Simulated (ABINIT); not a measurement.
Input and output of a relaxation of the atoms for Si (P3m1, 4 atoms in the cell) (ABINIT).

Level of theory: LDA (PW92), norm-conserving pseudopotentials (PseudoDojo nc-sr-04 LDA standard) (plane waves; ABINIT 10.0.3).

The input file:

```
# Si, PseudoDojo nc-sr-04 LDA standard
pp_dirpath "./"
pseudos "Si.upf"
acell 3.8121629992 3.8121629992 6.3009570000 Angstrom
rprim
         1.0000000000    0.0000000656    0.0000000000
        -0.5000000568    0.8660253710    0.0000000000
         0.0000000000    0.0000000000    1.0000000000
natom 4
ntypat 1
znucl 14
typat 1 1 1 1
xcart
        -0.0000002730    4.1591990139    1.0337253223
         3.6019718690    2.0795997434   11.1568177499
         3.6019718690    2.0795997434    6.7038068297
        -0.0000002730    4.1591990139    5.2032762233
ecut 16
occopt 3
tsmear 0.00183747
nband 13
kptopt 1
ngkpt 8 8 4
nshiftk 1
shiftk 0 0 0
nstep 80
tolvrs 1.0e-12
ionmov 2
ntime 40
tolmxf 0.00389
prtwf 0
prtden 0
prtvol 1
```

Output, abridged:

```
--- !BeginCycle
solver: {iscf: 7, nstep: 80, nline: 4, wfoptalg: 0, }
tolerances: {tolvrs: 1.00E-12, }
...

     iter   Etot(hartree)      deltaE(h)  residm     vres2
 ETOT  1  -17.028228688077    -1.703E+01 3.735E-02 1.966E+01
 ETOT  2  -17.042005128527    -1.378E-02 1.451E-02 7.702E-01
 ETOT  3  -17.042184931296    -1.798E-04 5.234E-04 8.704E-02
 ETOT  4  -17.042199121328    -1.419E-05 6.467E-04 3.767E-03
 ETOT  5  -17.042199717167    -5.958E-07 3.311E-04 9.823E-05
   [... 2 lines left out ...]
 ETOT  8  -17.042199731563    -5.265E-11 5.089E-05 1.553E-08
 ETOT  9  -17.042199731565    -1.950E-12 9.588E-05 5.297E-10
 ETOT 10  -17.042199731565    -1.741E-13 2.036E-05 1.675E-11
 ETOT 11  -17.042199731565     5.684E-14 3.637E-05 4.646E-13
 At SCF step   11       vres2   =  4.65E-13 < tolvrs=  1.00E-12 =>converged.

 Cartesian components of stress tensor (hartree/bohr^3)
  sigma(1 1)=  9.02143462E-05  sigma(3 2)=  0.00000000E+00
  sigma(2 2)=  9.02143462E-05  sigma(3 1)=  0.00000000E+00
  sigma(3 3)= -1.09015077E-04  sigma(2 1)= -2.05651488E-14

---OUTPUT-----------------------------------------------------------------------

 Cartesian coordinates (xcart) [bohr]
 -2.72999999939572E-07  4.15919901390000E+00  1.03372532230000E+00
  3.60197188459865E+00  2.07959973409638E+00  1.11568177499000E+01
  3.60197188459865E+00  2.07959973409638E+00  6.70380682970000E+00
 -2.72999999939572E-07  4.15919901390000E+00  5.20327622330000E+00
 Reduced coordinates (xred)
  3.33333331838588E-01  6.66666663735659E-01  8.68159996177584E-02
   [... lines left out ...]
 At Broyd/MD step   6, gradients are converged :
 Fermi (or HOMO) energy (hartree) =   0.18963   Average Vxc (hartree)=  -0.34828
total_energy        : -1.70490295770654E+01
   [... lines left out ...]
     3        0.000000000000      0.000000000000      0.005314101983
     4        0.000000000000      0.000000000000      0.007083960917

-Cartesian components of stress tensor (GPa)         [Pressure= -1.0869E+00 GPa]
- sigma(1 1)=  9.57258798E-01  sigma(3 2)=  0.00000000E+00
- sigma(2 2)=  9.57258796E-01  sigma(3 1)=  0.00000000E+00
- sigma(3 3)=  1.34628072E+00  sigma(2 1)= -5.82976526E-10

 Calculation completed.
```

The run converged. 

Summary of the result:
* **Free energy E − TS**: -463.93 eV
* **Fermi level (on the code's own zero)**: 5.16 eV
* **Pressure**: -1.09 GPa
* **Largest force (vector length)**: 0.135 eV/Å
* **Relaxation steps**: 6

The starting cell comes from a database of computed structures (which also holds hypothetical and non-ambient phases and stackings), without a prior relaxation at this level. Its lattice was rescaled by up to half a per cent. For this run, on top of that: one atom moved by 0.15 angstrom. The relaxation keeps the symmetry of its start, so its end need not be a minimum.

Cost on one core of a shared machine: roughly 3 min.
